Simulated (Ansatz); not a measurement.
Take WSe2 (space group P6_3/mmc, No. 194; a = 3.279 Å, c = 12.786 Å; layered, stacked along the Cartesian z axis) as the base.

Calculations: Ansatz (a program for electronic structure), PBE-D3(BJ), PAW, cutoff 420 eV, no spin-orbit coupling.

Base values:

The band gap is 0.87 eV and the pressure comes out as 0.00 GPa. The valence-band top at Γ comes out as 0.00, -0.96, -1.20 eV.

Modification: an isotropic linear strain of +1.80 %, atoms relaxed at fixed cell.

**Question.** Predict the new band gap.

**Answer.** The band gap goes up by 0.10 eV (0.87 eV → 0.97 eV).

**Question.** What does the calculation give for the energy relative to the base after the change?

**Answer.** The energy grows by 11 meV/atom.

**Question.** What happens to the largest internal atomic displacement?

**Answer.** The largest internal atomic displacement comes out as 0.048 Å.

**Question.** How does this affect the pressure?

**Answer.** The pressure (mean of the normal stresses, compression positive) goes from zero to -3.13 GPa.

**Question.** Predict the new valence-band top at Γ.

**Answer.** The valence-band top at Γ (three highest levels, from the VBM) goes from 0.00, -0.96, -1.20 eV to 0.00, -0.98, -1.04 eV.

With W present, leaving out spin-orbit coupling can change the band edges. Whether these cells are dynamically stable was not tested.
